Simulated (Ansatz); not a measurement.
System: LiBH₄ (Ama2, No. 40, 12 atoms in the cell; start mp-1095543). Method: LDA (plane waves, PAW; Ansatz, a quantum-chemistry and plane-wave program).

Numerical settings: plane-wave cutoff 500 eV, 6×10×10 k mesh (along the axes of the cell as run), gaussian smearing 0.02 eV, scalar-relativistic PAW data made under PBE.

Cell (relaxed at this level):

```yaml
crystal:
  lattice:
    - [6.01564, 0.00000, 0.00000]
    - [0.00000, 2.74792, 2.72038]
    - [0.00000, -2.74792, 2.72038]
  atoms:
    - { symbol: Li, position: [0.50000, 0.00197, 0.00197] }
    - { symbol: Li, position: [0.00000, 0.00197, 0.00197] }
    - { symbol: B, position: [0.75000, 0.51579, 0.98375] }
    - { symbol: B, position: [0.25000, 0.98375, 0.51579] }
    - { symbol: H, position: [0.58464, 0.52613, 0.16939] }
    - { symbol: H, position: [0.41536, 0.16939, 0.52613] }
    - { symbol: H, position: [0.91536, 0.52613, 0.16939] }
    - { symbol: H, position: [0.08464, 0.16939, 0.52613] }
    - { symbol: H, position: [0.75000, 0.74585, 0.76919] }
    - { symbol: H, position: [0.25000, 0.76919, 0.74585] }
    - { symbol: H, position: [0.75000, 0.25699, 0.80105] }
    - { symbol: H, position: [0.25000, 0.80105, 0.25699] }
```

Question: What does this level give for the band gap?

Answer: 
* **band gap**: 4.73 eV (on the SCF k mesh)

Note: the relaxation could not lower the start's symmetry, so the cell can be a saddle point above a distorted one.

Computed values are for the static lattice.

It cost around 2.8 core-minutes (rough) of CPU time.

A start named mp-… is a Materials Project structure, which need not be a measured phase.
